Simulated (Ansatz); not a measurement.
Input and output of a self-consistent single point for CdHClO (P3m1, 8 atoms in the cell) (Ansatz, a quantum-chemistry and plane-wave program).

Computed with LDA (PW92), default PAW files made with PBE (plane waves; Ansatz).

The change in words: 1 x 1 x 1 supercell, one Cl atom moved by 0.02 angstrom along z; scf.occupations.method: fixed → fermi_dirac; scf.occupations.width: default → 0.05 eV. Reference geometry:
```
CELL_PARAMETERS angstrom
      3.75361     0.00000     0.00000
     -1.87681     3.25073     0.00000
      0.00000     0.00000    10.47164
ATOMIC_POSITIONS crystal
  Cd 0.66667 0.33333 0.49219
  Cd 0.33333 0.66667 0.99219
  H  0.00000 0.00000 0.31842
  H  0.00000 0.00000 0.81842
  Cl 0.66667 0.33333 0.15574
  Cl 0.33333 0.66667 0.65574
  O  0.00000 0.00000 0.41324
  O  0.00000 0.00000 0.91324
```

Reference input (self-consistent single point, DFT, LDA (PW92), plane waves, default PAW files made with PBE): basis.ecutwfc = 420 eV; kpoints.mp_grid.grid = 8 8 3; hamiltonian.xc = lda; hamiltonian.pseudopotentials = {kind: paw} (the program's default PAW files); scf.occupations.method = fixed. This run's input differs from it in these lines:

```diff
@@ -10,3 +10,3 @@
     - { symbol: H, position: [0.000000, 0.000000, 0.818420] }
-    - { symbol: Cl, position: [0.666667, 0.333333, 0.155740] }
+    - { symbol: Cl, position: [0.666667, 0.333333, 0.157650] }
     - { symbol: Cl, position: [0.333333, 0.666667, 0.655740] }
@@ -25,3 +25,4 @@
   occupations:
-    method: fixed
+    method: fermi_dirac
+    width: 0.05
 output:
```

Output (repeated stretches shortened):

```
SCF iter   1: F=—  HF=-19469.153481 eV  |F-HF|=—  |Δ(HF+E_count)|=         —  Δρ=1.20e-2  dr2=1.72e-1  ethr=1.77e-3  ⟨swp⟩=6.2  Hψ=4048  notcnv=0  defer=15
all-band conjugate gradients solve this SCF's bands
preconditioner: auto → Resta (q_TF=auto, 2.456 Å⁻¹)
SCF iter   2: F=—  HF=-19469.107071 eV  |F-HF|=—  |Δ(HF+E_count)|=   4.64e-2  Δρ=4.77e-3  dr2=2.38e-2  ethr=2.52e-4  ⟨swp⟩=2.2  Hψ=1721  notcnv=0  defer=85
   [... lines left out ...]
SCF iter   5: F=—  HF=-19469.099597 eV  |F-HF|=—  |Δ(HF+E_count)|=   3.01e-5  Δρ=1.61e-4  dr2=3.63e-5  ethr=5.80e-7  ⟨swp⟩=2.0  Hψ=1597  notcnv=0  defer=85
SCF iter   6: F=—  HF=-19469.099615 eV  |F-HF|=—  |Δ(HF+E_count)|=   1.79e-5  Δρ=5.23e-5  dr2=4.60e-6  ethr=5.34e-8  ⟨swp⟩=2.5  Hψ=1555  notcnv=0  defer=85
SCF iter   7: F=—  HF=-19469.099617 eV  |F-HF|=—  |Δ(HF+E_count)|=   1.97e-6  Δρ=1.20e-5  dr2=2.61e-7  ethr=6.76e-9  ⟨swp⟩=2.4  Hψ=1434  notcnv=0  defer=85
SCF iter   8: F=-19469.099617 eV  HF=-19469.099617 eV  |F-HF|=1.08e-8  |Δ(HF+E_count)|=   1.94e-7  Δρ=4.76e-6  dr2=2.74e-8  ethr=1.47e-10  ⟨swp⟩=10.2  Hψ=4594  notcnv=0
SCF 1 converged in 8 iterations: F = -19469.099617 eV  dr2 = 2.74e-8
Free energy (F): -19469.099617 eV
Internal energy: -19469.099617 eV  (E = F + TS)
E sigma→0 (E₀):  -19469.099617 eV
Fermi energy:    5.277910 eV
--- Forces (eV/Å), atoms counted from 1 ---
  atom   1  Cd    -0.00000000    -0.00000000    -0.06235633
  atom   2  Cd     0.00000000     0.00000000    -0.00149862
  atom   3  H     -0.00000000    -0.00000000     0.38028211
  atom   4  H      0.00000000     0.00000000     0.37596930
  atom   5  Cl     0.00000000     0.00000000    -0.53870634
  atom   6  Cl    -0.00000000    -0.00000000    -0.45258329
  atom   7  O      0.00000000     0.00000000     0.14536889
  atom   8  O     -0.00000000    -0.00000000     0.15366310
--- Stress (GPa, compression-positive) ---
       -7.773527       0.000000       0.000000
        0.000000      -7.773527       0.000000
        0.000000       0.000000      -6.831032
  P = ⅓ Tr σ = -7.4594 GPa (-74.594 kbar)
  The stress holds the Pulay correction. Without it, at fixed plane waves, as pw.x and ABINIT print it: P = -7.7865 GPa
```

The run converged in 8 iterations. Against the reference run the free energy rises by 1.3 meV/atom, the pressure goes from -7.35 to -7.46 GPa, the largest force goes from 0.464 to 0.539 eV/Å and the gap on the mesh goes from 2.112 to 2.093 eV.

The starting cell comes from a database of computed structures (which also holds hypothetical and non-ambient phases and stackings), without a prior relaxation at this level. Its lattice was rescaled by up to half a per cent. For this run, on top of that: 1 x 1 x 1 supercell, one Cl atom moved by 0.02 angstrom along z. With a pressure of about -7 GPa the cell is away from its equilibrium volume at this level. Ansatz's pressure includes its estimate of the finite-basis (Pulay) stress.

Keys are those of Ansatz 0.2.
